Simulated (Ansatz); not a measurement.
# MnSi, pressure series

The reference is MnSi (space group P2_13, No. 198; a = 4.518 Å; ferromagnetic).

Cell and atoms are relaxed at each pressure.

Calculations: plane-wave PAW DFT at the PBE level (Ansatz, a quantum-chemistry and plane-wave program, 420 eV), without spin-orbit coupling, earlier PAW set.

```
pressure (GPa)  volume per atom (Å³/atom)
--------------  -------------------------
-2                                 11.644
-1                                 11.586
0                                  11.530
0.9                                11.480
2.1                                     ?
9                                  11.075
15                                 10.815
22.5                               10.528
30                                 10.276
```

Question: Fit the third-order Birch–Murnaghan form P(V) = (3B₀/2)[(V₀/V)^(7/3) − (V₀/V)^(5/3)]·[1 + (3/4)(B₀′ − 4)((V₀/V)^(2/3) − 1)] (squares taken in P) to the rows shown and predict the withheld row.

Answer: Least squares on the printed values gives V₀ = 11.530 Å³/atom, B₀ = 206 GPa, B₀′ = 4.1; this predicts 11.415 Å³/atom, and the run gives 11.415 Å³/atom, in agreement.

The magnetic state is the one reached from the starting moments; the real material's order can differ, and small cells can't hold many antiferromagnetic ones. Load acts through the strain it causes; cell and atoms are relaxed under it. No phonon test of stability was made. No other phases were tried under pressure.
